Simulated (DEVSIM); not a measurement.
System: illuminated Ge n-on-p cell, one wavelength, at 250 K.

Layer 1 from the left is Ge, thickness (μm) 0.370, Nd (cm⁻³) 1.1e18, τn (s) 3.6e-5, τp (s) 5e-5, absorption coefficient (cm⁻¹) 140. Layer 2 from the left is Ge, thickness (μm) 150, Na (cm⁻³) 3.5e15, τn (s) 7.4e-5, τp (s) 7.4e-5, absorption coefficient (cm⁻¹) 140.

Left contact: ohmic, minority hole recombination velocity 2000 cm/s. Right contact: ohmic, minority electron recombination velocity 2e5 cm/s. Voltage is applied to the left contact. Recombination: SRH at mid-gap, radiative, Auger. Light enters at the left, 3.7e16 photons cm⁻² s⁻¹, one pass, no reflection. Mobility is constant in doping.

Constants are typed, rounded textbook-type inputs, not results; the design itself was drawn at random and stands for no fabricated device. Values at 300 K; Nc and Nv go as T^1.5, mobilities as T to minus their exponent, the gap by Varshni's rule with the affinity fixed.

Ge: gap (eV) 0.664, affinity (eV) 4, permittivity 16, Nc (cm⁻³) 1.04e19, Nv (cm⁻³) 6e18, μn (cm²/Vs) 3900, μp (cm²/Vs) 1900, T exponent of μn 1.66, T exponent of μp 2.33, B (cm³/s) 6.4e-14, Cn (cm⁶/s) 1e-31, Cp (cm⁶/s) 1e-31, Varshni α (eV/K) 0.000477, Varshni β (K) 235.

DEVSIM, 1D drift-diffusion, Boltzmann statistics, complete ionisation; no tunnelling, impact ionisation, image-force lowering or self-heating.

What does the simulation give for the largest field in the device at zero bias, the dark forward voltage at 1 A/cm², the short-circuit current, the open-circuit voltage?

largest field in the device at zero bias 47000 V/cm; dark forward voltage at 1 A/cm² 0.334 V; short-circuit current 3.53 mA/cm²; open-circuit voltage 0.210 V.
